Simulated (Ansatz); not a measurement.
Consider HgSe in the zinc blende structure (space group F-43m, No. 216; a = 6.133 Å). Axes: x, y, z lie along the cube axes.

Calculations: PBEsol (Ansatz, a quantum-chemistry and plane-wave program; PAW; 420 eV plane waves; without spin-orbit coupling).

Strains are applied to the cell and any free atomic positions relax; under biaxial strain the out-of-plane vector relaxes too.

One change was made to it. Results:

| quantity | base | after |
|---|---|---|
| energy relative to the base (free energy F) | 0 meV/atom | +4.2 meV/atom |
| pressure (mean of the normal stresses, compression positive) | 0.0 GPa | -0.9 GPa |
| volume per atom | 28.83 Å³ | 29.37 Å³ |

Task: Name the change that was made.
(A) biaxial strain −2.08 %, plane normal [111], relaxed out of plane
(B) biaxial strain +1.67 %, plane normal [111], relaxed out of plane
(C) biaxial strain +0.83 %, plane normal [111], relaxed out of plane

Result: B, biaxial strain +1.67 %, plane normal [111], relaxed out of plane. For comparison, the energy relative to the base in the other runs: biaxial strain −2.08 %, plane normal [111], relaxed out of plane gives +6.6 meV/atom; biaxial strain +0.83 %, plane normal [111], relaxed out of plane gives +1.0 meV/atom.

The mesh was chosen for an insulator and is coarse for the gapless case. Stability against distortions was not tested. All final runs are without spin polarisation.
